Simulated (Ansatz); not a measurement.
Band structure of TiNbB4 (P6/mmm, 6 atoms in the cell).

```
TiNbB4
1.0
    3.08703     0.00000     0.00000
   -1.54351     2.67345     0.00000
    0.00000     0.00000     6.59943
Ti Nb B
1 1 4
Direct
  0.00000   0.00000   0.50000
  0.00000   0.00000   0.00000
  0.33333   0.66667   0.74077
  0.66667   0.33333   0.25923
  0.66667   0.33333   0.74077
  0.33333   0.66667   0.25923
```

Computed with PBEsol, PAW files made with PBE (plane waves; Ansatz, a quantum-chemistry and plane-wave program).

Settings: kpoints.mp_grid.grid = 10 10 4; hamiltonian.xc = pbesol; hamiltonian.pseudopotentials = {kind: paw} (the program's default PAW files); scf.occupations.method = fermi_dirac; scf.occupations.width = 0.1 eV; kpoints.band_path.npoints = 8.

The starting cell comes from a database of computed structures (which also holds hypothetical and non-ambient phases and stackings), without a prior relaxation at this level. Its lattice was rescaled by a random factor within 2.5 % of one. Spin polarisation is off.

Levels in eV from the Fermi level, bands 16 to 23:
```json
[
 {"point": "Γ", "16": "-1.36", "17": "-1.36", "18": "-1.05", "19": "-1.05", "20": "-0.47", "21": "-0.47", "22": "1.05", "23": "1.43"},
 {"point": "M", "16": "-3.85", "17": "-3.41", "18": "-3.26", "19": "0.72", "20": "2.09", "21": "2.26", "22": "2.31", "23": "3.00"},
 {"point": "K", "16": "-3.85", "17": "-2.87", "18": "-2.87", "19": "0.60", "20": "0.60", "21": "1.41", "22": "2.17", "23": "4.07"},
 {"point": "A", "16": "-2.67", "17": "-0.99", "18": "-0.32", "19": "-0.32", "20": "-0.05", "21": "0.03", "22": "0.03", "23": "1.51"},
 {"point": "L", "16": "-4.34", "17": "-3.26", "18": "-3.07", "19": "0.93", "20": "1.12", "21": "2.34", "22": "2.50", "23": "2.52"},
 {"point": "H", "16": "-3.69", "17": "-3.38", "18": "-3.38", "19": "1.75", "20": "1.85", "21": "2.22", "22": "2.22", "23": "2.23"}
]
```

Bands cross the Fermi level along this path, so the cell is metallic at this level.

Keys are those of Ansatz 0.2.
